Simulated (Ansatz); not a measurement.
The parent structure is Na$_{2}$PdH$_{4}$ (space group I4/mmm, No. 139; a cell from a computed database, its experimental status unchecked).

```xyz
7
Lattice="-2.6369 2.6369 3.2571 2.6369 -2.6369 3.2571 2.6369 2.6369 -3.2571" Properties=species:S:1:pos:R:3 pbc="T T T"
Na     0.0000     2.6369     1.6285
Na     2.6369     0.0000     1.6285
H      1.1597     1.1597     0.0000
H      1.4771     1.4771     3.2571
H      1.4771    -1.4771     3.2571
H     -1.4771     1.4771     3.2571
Pd     0.0000     0.0000     0.0000
```

Cartesian axes are those of the cell as printed.

Calculations: plane-wave PAW DFT at the r2SCAN level (Ansatz, a program for electronic structure, 500 eV), no spin-orbit coupling.

Base values:

| Property | Value |
|---|---|
| Smallest direct gap | 2.65 eV |

One thing is altered: strain tensor (xx, yy, zz, yz, xz, xy) = (−0.43, +0.52, −0.68, −1.48, +0.26, −0.53) %; the atoms relax in the strained cell.

Task: What does the calculation give for the largest internal atomic displacement after the change?

Result: The largest internal atomic displacement amounts to 0.019 Å.

Task: What happens to the smallest direct gap?

Result: The smallest direct gap rises by 0.02 eV (2.65 eV → 2.67 eV).

Task: Estimate the effect on the energy relative to the base.

Result: The energy grows by 0.5 meV/atom.

Whether these cells are dynamically stable was not tested.
